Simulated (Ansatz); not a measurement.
L1₀ (CuAu-type) CuAu was calculated with r²SCAN-D4 (PAW; Ansatz, a first-principles code).

Settings: plane-wave cutoff 560 eV, 20×20×16 k mesh (along the axes of the cell as run), Fermi–Dirac smearing 0.05 eV, no spin polarisation, scalar-relativistic PAW data made under PBE.

Properties against volume:

Shape and atoms are relaxed at each volume.

```csv
V (Å³/atom),P (GPa),c (Å),a (Å)
13.796,7.45,3.502,2.807
14.083,3.48,3.537,2.822
14.371,-0.01,3.570,2.837
14.658,-3.08,3.605,2.852
14.946,-5.77,3.635,2.867
```

Note: the bulk modulus comes from volumes at which shape and atoms were relaxed.
